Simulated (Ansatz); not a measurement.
The reference is Ag in the fcc (Cu type) structure (space group Fm-3m, No. 225; a = 4.054 Å; relaxed with 0.1 eV smearing).

Calculations: PBEsol in Ansatz (plane waves to 420 eV, PAW, no spin-orbit coupling).

Strains are applied to the cell and any free atomic positions relax.

One change was made to it. Results:

The energy goes up by 1.4 meV/atom; the pressure goes from zero to 1.9 GPa.

Which change produced these results?
A. isotropic strain +1.00 %
B. isotropic strain −2.00 %
C. isotropic strain +1.50 %
D. isotropic strain −0.50 %

D, isotropic strain −0.50 %. For comparison, the energy relative to the base in the other runs: isotropic strain +1.00 % gives +5.3 meV/atom; isotropic strain +1.50 % gives +12 meV/atom; isotropic strain −2.00 % gives +24 meV/atom.

Whether these cells are dynamically stable was not tested.

Ansatz is a program for electronic structure.
